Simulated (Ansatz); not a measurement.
The (10-10) face of hcp Os can be cut between different planes. Symmetric, stoichiometric slabs relaxed in the 1x1 cell (12.0 Å²): top plane Os, 0.80 Å over the next in the ideal cut; top plane Os, 1.59 Å over the next in the ideal cut.

All values below come from PBE (plane waves to 420 eV, PAW; Ansatz, a program for electronic structure).

### Question
Order them by surface energy (lowest first) at the level PBE.

### Answer
the cut with an outer spacing of 0.80 Å (3.43 J/m²), the cut with an outer spacing of 1.59 Å (4.43 J/m²)
